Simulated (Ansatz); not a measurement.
**Effect of pressure 0.7 GPa on TaSi2**

Take TaSi₂ (space group P6_222, No. 180; a = 4.8039 Å, c = 6.6042 Å) as the base.

Modification: cell and atoms relaxed at a pressure of 0.7 GPa.

All numbers come from PBE (Ansatz, a first-principles code; PAW; 420 eV plane waves; no spin-orbit coupling), earlier PAW set. k-mesh 11×11×7 (Γ-centred); smearing 0.05 eV (Fermi–Dirac).

| quantity | base | changed | shift |
|---|---|---|---|
| volume per atom | 14.67 Å³ | 14.61 Å³ | -0.06 Å³ |
| density | 8.95 g/cm³ | 8.98 g/cm³ | +0.03 g/cm³ |
| lattice parameter a | 4.804 Å | 4.797 Å | -0.007 Å |
| c/a ratio | 1.375 | 1.375 | +0.0006 |
| shortest interatomic distance | 2.568 Å | 2.566 Å | -0.0027 Å |
| enthalpy H = E + PV relative to the base's energy | – | +0.06 eV/atom | – |
| band gap | zero | zero | – |

Final structure:

```
TaSi2
1.0
    4.79721     0.00000     0.00000
   -2.39861     4.15451     0.00000
    0.00000     0.00000     6.59777
Ta Si
3 6
Direct
  0.50000   0.00000   0.00000
  0.50000   0.50000   0.33333
  0.00000   0.50000   0.66667
  0.15904   0.31809   0.00000
  0.84096   0.15904   0.33333
  0.68191   0.84096   0.66667
  0.84096   0.68191   0.00000
  0.15904   0.84096   0.33333
  0.31809   0.15904   0.66667
```

Load acts through the strain it causes; cell and atoms are relaxed under it. Whether these cells are dynamically stable was not tested. All final runs are without spin polarisation. An odd electron count without spin: TaSi2.
